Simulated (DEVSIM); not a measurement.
System: Si p+/n-/n+ power diode, at 350 K.

Layer 1 from the left is Si, thickness (μm) 0.900, Na (cm⁻³) 4e18, τn (s) 1.3e-5, τp (s) 1.3e-5. Layer 2 from the left is Si, thickness (μm) 62.0, Nd (cm⁻³) 6.5e14, τn (s) 1.3e-5, τp (s) 3.9e-7. Layer 3 from the left is Si, thickness (μm) 1.80, Nd (cm⁻³) 2.3e18, τn (s) 1.3e-5, τp (s) 1.3e-5.

Left contact: ohmic. Right contact: ohmic. Voltage is applied to the left contact. Recombination: SRH at mid-gap, radiative. Mobility is constant in doping.

Constants are typed, rounded textbook-type inputs, not results; the design itself was drawn at random and stands for no fabricated device. Values at 300 K; Nc and Nv go as T^1.5, mobilities as T to minus their exponent, the gap by Varshni's rule with the affinity fixed.

Si: gap (eV) 1.124, affinity (eV) 4.05, permittivity 11.7, Nc (cm⁻³) 2.86e19, Nv (cm⁻³) 3.1e19, μn (cm²/Vs) 1417, μp (cm²/Vs) 470, T exponent of μn 2.3, T exponent of μp 2.2, B (cm³/s) 4.7e-15, Varshni α (eV/K) 0.000473, Varshni β (K) 636.

DEVSIM, 1D drift-diffusion, Boltzmann statistics, complete ionisation; no tunnelling, impact ionisation, image-force lowering or self-heating.

**Question.** What does the simulation give for the dark forward voltage at 1 A/cm², the dark forward voltage at 100 A/cm²?

**Answer.** dark forward voltage at 1 A/cm² 0.585 V; dark forward voltage at 100 A/cm² 0.776 V.
